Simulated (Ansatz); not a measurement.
The starting structures come from a database of crystals and need not be the phases stable at ambient conditions.

Inside the gap of an insulator the Bloch states are evanescent, with a wavenumber k + iκ along the transport direction.

Given:

```yaml
crystal:
  lattice:
    - [5.15255, 0.00000, 0.00000]
    - [0.00000, 8.10749, 0.00000]
    - [0.00000, 0.00000, 9.59402]
  atoms:
    - { symbol: Sr, position: [0.25000, 0.98186, 0.82552] }
    - { symbol: Sr, position: [0.75000, 0.01814, 0.17448] }
    - { symbol: Sr, position: [0.75000, 0.51814, 0.32552] }
    - { symbol: Sr, position: [0.25000, 0.48186, 0.67448] }
    - { symbol: Sr, position: [0.75000, 0.65143, 0.92168] }
    - { symbol: Sr, position: [0.25000, 0.34857, 0.07832] }
    - { symbol: Sr, position: [0.25000, 0.84857, 0.42168] }
    - { symbol: Sr, position: [0.75000, 0.15143, 0.57832] }
    - { symbol: Si, position: [0.75000, 0.25276, 0.89837] }
    - { symbol: Si, position: [0.25000, 0.74724, 0.10163] }
    - { symbol: Si, position: [0.25000, 0.24724, 0.39837] }
    - { symbol: Si, position: [0.75000, 0.75276, 0.60163] }
```

Space group of this cell: Pnma. The cell is taken as given.

Transport runs along the normal of the first two printed cell vectors.

The gap is the functional's own. No spin-orbit coupling. Mid-gap values are interpolated on the energy grid.

State the band gap and the smallest decay constant κ at mid-gap according to Ansatz (a program for electronic structure) with r2SCAN.

Gap 0.63 eV on a 6×4×4 mesh; κ = 0.172 1/Å, at (0.500, 0.000) of the in-plane reciprocal vectors. At the zone centre, at the nearest computed energy, the slowest state has κ = 0.18 1/Å.
